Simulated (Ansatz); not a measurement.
BN in the zinc blende structure (space group F-43m, No. 216)

BN is taken in the cubic space group F-43m (No. 216), the zinc blende structure, Pearson symbol cF8. Conventional cell: a = b = c = 3.6051 Å, α = β = γ = 90.00°. N on 4c is surrounded by 4 B at 1.561 Å (tetrahedral). B on 4a is surrounded by 4 N at 1.561 Å (tetrahedral). (Neighbours: up to the widest gap in distance over summed covalent radii, below 1.35, at either atom.)
(The calculation used a cell of 2 atoms; values per cell refer to that cell.)

Level of theory: Ansatz (an electronic-structure program) PBEsol, without spin-orbit coupling, earlier PAW set. Settings: 16×16×16 k-points, 0.05 eV Fermi–Dirac smearing.

The volume per atom is 5.86 Å³ and the density is 3.52 g/cm³. The band gap is 4.29 eV, indirect, Γ → X and the electron mass comes out as 0.89 mₑ along k, 0.29 mₑ across. The hole mass (degenerate bands, along [100]) comes out as 0.52 mₑ and the lowest conduction-band minima above the VBM is X along ⟨100⟩ 4.29 eV. The total energy comes out as -266.920 eV/atom (σ→0; compares only within this code and set-up).

Masses are band curvatures over ±0.01 Å⁻¹ around the edge. Along k means along the line from Γ to the band edge. No phonon test of stability was made.
